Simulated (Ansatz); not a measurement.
Cell and atoms of amorphous B₄₀C₈H₂₄:

```
B5CH3
1.0
    8.58588     0.00000     0.00000
    0.00000     8.58588     0.00000
    0.00000     0.00000     8.58588
B C H
40 8 24
Direct
  0.26542   0.65762   0.01244
  0.38990   0.09256   0.77312
  0.07352   0.03693   0.36977
  0.97851   0.81547   0.88480
  0.33043   0.45882   0.28550
  0.80702   0.79500   0.00173
  0.15464   0.37671   0.16415
  0.29322   0.51255   0.47278
  0.96794   0.30022   0.83577
  0.33428   0.20864   0.61920
  0.12905   0.29507   0.97856
  0.86626   0.85368   0.60902
  0.26540   0.30964   0.46050
  0.26220   0.60579   0.64147
  0.32963   0.89806   0.81005
  0.94940   0.19345   0.36250
  0.13843   0.23804   0.33015
  0.08912   0.63042   0.87297
  0.38774   0.72722   0.71155
  0.79288   0.87598   0.81593
  0.35811   0.35926   0.84453
  0.00983   0.52372   0.18626
  0.09230   0.00284   0.84632
  0.64980   0.73951   0.88201
  0.21464   0.02938   0.67738
  0.33096   0.85558   0.01407
  0.16184   0.82192   0.92530
  0.79251   0.25684   0.27545
  0.33348   0.56398   0.83921
  0.95903   0.49457   0.52449
  0.92588   0.62572   0.03274
  0.46341   0.59535   0.57034
  0.05814   0.32106   0.49891
  0.10211   0.64763   0.51793
  0.23970   0.64597   0.33393
  0.45051   0.74328   0.90128
  0.07478   0.53768   0.69289
  0.97946   0.38741   0.32498
  0.02807   0.46577   0.98626
  0.56363   0.76837   0.59375
  0.74027   0.61231   0.99736
  0.72456   0.74666   0.68720
  0.04417   0.81946   0.55147
  0.01940   0.36933   0.66922
  0.03002   0.14690   0.92971
  0.45725   0.21206   0.90117
  0.21225   0.56388   0.17154
  0.12642   0.96383   0.53406
  0.45863   0.43630   0.23706
  0.53235   0.89288   0.53849
  0.54158   0.48757   0.61430
  0.29382   0.77415   0.33401
  0.35487   0.94033   0.12082
  0.82280   0.51617   0.50399
  0.67268   0.57463   0.09805
  0.75212   0.00835   0.80801
  0.44340   0.17766   0.02318
  0.76925   0.24978   0.13752
  0.47360   0.14265   0.63934
  0.21390   0.31921   0.85839
  0.35636   0.34321   0.68906
  0.04414   0.94183   0.27037
  0.54641   0.67689   0.46742
  0.77515   0.62957   0.68931
  0.94507   0.65908   0.19135
  0.95332   0.11811   0.02799
  0.58298   0.22587   0.87975
  0.78298   0.86589   0.11877
  0.68338   0.29158   0.35677
  0.84044   0.33849   0.88511
  0.74413   0.52356   0.90554
  0.81786   0.96836   0.54642
```

Methods: PBE, scalar-relativistic without spin-orbit coupling (Ansatz, a quantum-chemistry and plane-wave program); r2SCAN, scalar-relativistic without spin-orbit coupling (Ansatz); HSE06, scalar-relativistic without spin-orbit coupling (Ansatz). Neutral PBE cell, which sets geometry, pressure and energy: sampling: a 2×2×2 Γ-centred mesh; Fermi-Dirac width 0.05 eV; no spin polarisation. Exact exchange is cut at the faces of this 9 Å cell, which leaves hybrid gaps a finite-size error.

The cell was made by melting and quenching with the CHGNet potential and then relaxed with DFT. The hot cell started wider than the set density and was brought back towards it in steps. It is the lowest in DFT energy of 2 quenches. It is a model cell: composition and starting density were chosen by hand, and all elements were melted together. No dispersion term was used. Its density started from a set value of 1.45 and ended at 1.45 g/cm³. The quench (nominally 880 K/ps over its main leg) was far faster than any real one, so the model tends to hold more defects than a real film. Values belong to this one cell and scatter from quench to quench. The volume was held where the preparation left it.

Give the pressure and the spacing of the highest filled and lowest empty levels.


The pressure on a 2×2×2 Γ-centred mesh is -1.47 GPa. The largest force and stress component on that mesh (the relaxation ran on one k-point at (1/4, 1/4, 1/4)) comes out as 0.16 eV/Å and 2.4 GPa, the gap on a 2×2×2 Γ-centred mesh (PBE) is 0.29 eV and the gap at the zone centre (PBE) is 0.76 eV. The gap at the zone centre (r2SCAN) comes out as 0.88 eV and the gap at the zone centre (HSE06) comes out as 1.40 eV. The distance between the nearest levels spread over more than a fifth of the atoms or a third of the atoms of their main element (six at least) (PBE, zone centre) is 0.76 eV.

At PBE and the zone centre, how localised are the states just below and above the Fermi level (participation number: the atoms over which a state spreads)?

The highest filled state is spread over 25.8 atoms' worth, largest on B16, with weights by element (charge in smoothed Voronoi cells) B 0.78, C 0.12, H 0.10. The lowest empty state is spread over 15.8 atoms' worth, largest on C43, with weights by element (charge in smoothed Voronoi cells) B 0.60, C 0.29, H 0.11.

So small a spacing is near the smearing width and the bands' dispersion over the mesh, so it is a value of this cell and mesh.

Neighbours within B-B 2.08 Å, B-C 1.96 Å, B-H 1.42 Å, C-C 1.66 Å, C-H 1.32 Å, H-H 0.90 Å count as bonded.
